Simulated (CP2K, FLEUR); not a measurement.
A FLEUR input for a self-consistent single point of NaAsF₆ (Fm-3m, 8 atoms in the cell) (DFT, PBEsol, all-electron FLAPW (FLEUR), scalar-relativistic valence):

Input of the input generator:

```
NaAsF6 crystal
&input film=f /
-0.0000000000 0.7071067812 0.7071067812
0.7071067812 0.0000000000 0.7071067812
0.7071067812 0.7071067812 -0.0000000000
10.5988352831
1.0 1.0 1.0

8
11 0.5000000000 0.5000000000 0.5000000000
33 0.0000000000 0.0000000000 0.0000000000
9 0.7816300000 0.7816300000 0.2183700000
9 0.2183700000 0.2183700000 0.7816300000
9 0.2183700000 0.7816300000 0.7816300000
9 0.7816300000 0.2183700000 0.2183700000
9 0.7816300000 0.2183700000 0.7816300000
9 0.2183700000 0.7816300000 0.2183700000

&comp jspins=1 /
&exco xctyp='PBEs' /
&kpt div1=4 div2=4 div3=4 gamma=t /
&end /
```

```xml
<?xml version="1.0" encoding="UTF-8" standalone="no"?>
<fleurInput fleurInputVersion="0.39">
   <comment>
      NaAsF6 crystal                                                                                      
   </comment>
   <calculationSetup>
      <cutoffs Kmax="4.8" Gmax="19.2" GmaxXC="19.2" numbands="0"/>
      <scfLoop itmax="60" minDistance="0.00001" maxIterBroyd="25" imix="Anderson" alpha="0.05" precondParam="0.0" spinf="2.0"/>
      <coreElectrons ctail="T" frcor="F" kcrel="0" coretail_lmax="0"/>
      <xcFunctional name="PBEs" relativisticCorrections="F"/>
      <magnetism jspins="1"/>
      <soc l_soc="F" theta="0.0" phi="0.0" spav="F"/>
      <expertModes spex="0" secvar="F"/>
      <geometryOptimization l_f="T" forcealpha="1.0" forcemix="BFGS" epsdisp="0.00001" epsforce="0.00001"/>
      <ldaU l_linMix="F" mixParam="0.05" spinf="1.0"/>
   </calculationSetup>
   <cell>
      <bzIntegration valenceElectrons="66.0" mode="hist" fermiSmearingEnergy="0.0001">
         <kPointListSelection listName="default-1"/>
         <!-- k-points included here -->
         <xi:include xmlns:xi="http://www.w3.org/2001/XInclude" href="kpts.xml"> </xi:include>
      </bzIntegration>
      <!-- symmetry operations included here -->
      <xi:include xmlns:xi="http://www.w3.org/2001/XInclude" href="sym.xml"> </xi:include>
      <bulkLattice scale="1.0">
         <bravaisMatrix>
            <row-1>    0.0000000000000000     7.4945083015018321     7.4945083015018321</row-1>
            <row-2>    7.4945083015018321     0.0000000000000000     7.4945083015018321</row-2>
            <row-3>    7.4945083015018321     7.4945083015018321     0.0000000000000000</row-3>
         </bravaisMatrix>
      </bulkLattice>
   </cell>
   <atomSpecies>
      <species name="Sodium (Na)" element="Na" atomicNumber="11">
         <mtSphere radius="2.63" gridPoints="925" logIncrement="0.012"/>
         <atomicCutoffs lmax="10" lnonsphr="8"/>
         <electronConfig flipSpins="F">
            <coreConfig>(1s1/2)</coreConfig>
            <valenceConfig>(2s1/2) (2p1/2) (2p3/2) (3s1/2)</valenceConfig>
            <stateOccupation state="(3s1/2)" spinUp="0.5" spinDown="0.5"/>
         </electronConfig>
         <energyParameters s="3" p="3" d="3" f="4"/>
         <lo type="SCLO" l="0" n="2" eDeriv="0"/>
         <lo type="SCLO" l="1" n="2" eDeriv="0"/>
      </species>
      <species name="Arsenic (As)" element="As" atomicNumber="33">
         <mtSphere radius="1.91" gridPoints="675" logIncrement="0.018"/>
         <atomicCutoffs lmax="8" lnonsphr="6"/>
         <electronConfig flipSpins="F">
            <coreConfig>(1s1/2) (2s1/2) (2p1/2) (2p3/2) (3s1/2) (3p1/2) (3p3/2)</coreConfig>
            <valenceConfig>(4s1/2) (3d3/2) (3d5/2) (4p1/2) (4p3/2)</valenceConfig>
            <stateOccupation state="(4p1/2)" spinUp="0.5" spinDown="0.5"/>
            <stateOccupation state="(4p3/2)" spinUp="1.0" spinDown="1.0"/>
         </electronConfig>
         <energyParameters s="4" p="4" d="3" f="4"/>
      </species>
      <species name="Fluorine (F)" element="F" atomicNumber="9">
         <mtSphere radius="1.08" gridPoints="381" logIncrement="0.027"/>
         <atomicCutoffs lmax="6" lnonsphr="4"/>
         <electronConfig flipSpins="F">
            <coreConfig>(1s1/2)</coreConfig>
            <valenceConfig>(2s1/2) (2p1/2) (2p3/2)</valenceConfig>
            <stateOccupation state="(2p1/2)" spinUp="0.8333333333333" spinDown="0.8333333333333"/>
            <stateOccupation state="(2p3/2)" spinUp="1.6666666666667" spinDown="1.6666666666667"/>
         </electronConfig>
         <energyParameters s="2" p="2" d="3" f="4"/>
      </species>
   </atomSpecies>
   <atomGroups>
      <atomGroup species="Sodium (Na)">
         <relPos label="                   1">1.000/2.000 1.000/2.000 1.000/2.000</relPos>
         <force calculate="T" relaxXYZ="TTT"/>
      </atomGroup>
      <atomGroup species="Arsenic (As)">
         <relPos label="                   2">.0000000000 .0000000000 .0000000000</relPos>
         <force calculate="T" relaxXYZ="TTT"/>
      </atomGroup>
      <atomGroup species="Fluorine (F)">
         <relPos label="                   3">-.2183700000 -.2183700000 .2183700000</relPos>
         <relPos label="                   4">.2183700000 .2183700000 -.2183700000</relPos>
         <relPos label="                   5">.2183700000 -.2183700000 -.2183700000</relPos>
         <relPos label="                   6">-.2183700000 .2183700000 .2183700000</relPos>
         <relPos label="                   7">-.2183700000 .2183700000 -.2183700000</relPos>
         <relPos label="                   8">.2183700000 -.2183700000 .2183700000</relPos>
         <force calculate="T" relaxXYZ="TTT"/>
      </atomGroup>
   </atomGroups>
   <output dos="F" band="F" slice="F">
      <checks vchk="F" cdinf="F"/>
      <bandDOS minEnergy="-.5*Htr" maxEnergy="0.5*Htr" sigma="0.015" storeEVData="T"/>
      <vacuumDOS vacdos="F" integ="F" star="F" nstars="0" locx1="0.0" locy1="0.0" locx2="0.0" locy2="0.0" nstm="0" tworkf="0.0"/>
      <unfoldingBand unfoldBand="F" supercellX="1" supercellY="1" supercellZ="1"/>
      <plotting iplot="0" polar="F">
         <plot TwoD="T" vec1="  1.0  0.0  0.0" vec2="  0.0  1.0  0.0" vec3="  0.0  0.0  1.0" zero="  0.0  0.0  0.0" file="plot"/>
      </plotting>
      <chargeDensitySlicing numkpt="0" minEigenval="0.0" maxEigenval="0.0" nnne="0" pallst="F"/>
      <specialOutput eonly="F"/>
      <magneticCircularDichroism mcd="F" energyLo="-10.0" energyUp="0.0"/>
   </output>
  <!-- We include the file relax.xml here to enable relaxations (see documentation) -->
  <xi:include xmlns:xi="http://www.w3.org/2001/XInclude" href="relax.xml"> <xi:fallback/> </xi:include>
</fleurInput>
```

Q: Give the CP2K input for the same structure, mesh, smearing and functional.

A: This is the input that was run; spellings and numerical settings could be chosen otherwise.

```
&GLOBAL
  PROJECT calc
  RUN_TYPE ENERGY_FORCE
  PRINT_LEVEL LOW
&END GLOBAL
&FORCE_EVAL
  METHOD Quickstep
  STRESS_TENSOR ANALYTICAL
  &DFT
    BASIS_SET_FILE_NAME BASIS_MOLOPT_UZH
    POTENTIAL_FILE_NAME POTENTIAL_UZH
    &QS
      METHOD GPW
      EPS_DEFAULT 1E-10
    &END QS
    &MGRID
      CUTOFF 1000
      REL_CUTOFF 60
      NGRIDS 5
    &END MGRID
    &SCF
      SCF_GUESS ATOMIC
      EPS_SCF 1E-7
      MAX_SCF 100
      ADDED_MOS 10
      &DIAGONALIZATION
        ALGORITHM STANDARD
      &END DIAGONALIZATION
      &MIXING
        METHOD BROYDEN_MIXING
        ALPHA 0.4
        NBUFFER 10
        BETA 1.5
      &END MIXING
    &END SCF
    &KPOINTS
      SCHEME MONKHORST-PACK 4 4 4
      GAMMA_CENTERED T
    &END KPOINTS
    &XC
      &XC_FUNCTIONAL
        &PBE
          PARAMETRIZATION PBESOL
        &END PBE
      &END XC_FUNCTIONAL
    &END XC
    &PRINT
      &MO
        EIGENVALUES T
        OCCUPATION_NUMBERS T
        NDIGITS 8
        FILENAME mo
        &EACH
          QS_SCF 0
        &END EACH
        ADD_LAST NUMERIC
      &END MO
      &MULLIKEN OFF
      &END MULLIKEN
    &END PRINT
  &END DFT
  &SUBSYS
    &CELL
      ABC 5.60866200 5.60866220 5.60866164
      ALPHA_BETA_GAMMA 60.00000091 59.99999789 60.00000116
      PERIODIC XYZ
    &END CELL
    &COORD
      Na       5.60866200     3.23816250     2.28972650
      As       0.00000000     0.00000000     0.00000000
      F        7.18822948     4.15012635     1.00001515
      F        4.02909452     2.32619865     3.57943785
      F        5.60866200     5.06208991     3.57943785
      F        5.60866200     1.41423509     1.00001515
      F        7.18822948     2.32619865     3.57943785
      F        4.02909452     4.15012635     1.00001515
    &END COORD
    &KIND Na
      BASIS_SET DZVP-MOLOPT-PBE-GTH-q9
      POTENTIAL GTH-PBE-q9
    &END KIND
    &KIND As
      BASIS_SET DZVP-MOLOPT-PBE-GTH-q5
      POTENTIAL GTH-PBE-q5
    &END KIND
    &KIND F
      BASIS_SET DZVP-MOLOPT-PBE-GTH-q7
      POTENTIAL GTH-PBE-q7
    &END KIND
  &END SUBSYS
  &PRINT
    &FORCES ON
    &END FORCES
    &STRESS_TENSOR ON
    &END STRESS_TENSOR
  &END PRINT
&END FORCE_EVAL
```

Basis, cutoffs, solver keys and any potentials are the target program's own. This input uses DFT PBEsol, GPW, DZVP-MOLOPT-PBE-GTH basis, GTH-PBE potentials (POTENTIAL_UZH).

The starting cell comes from a database of computed structures (which also holds hypothetical and non-ambient phases and stackings), without a prior relaxation at this level. Its lattice was rescaled by a random factor within 2.5 % of one.
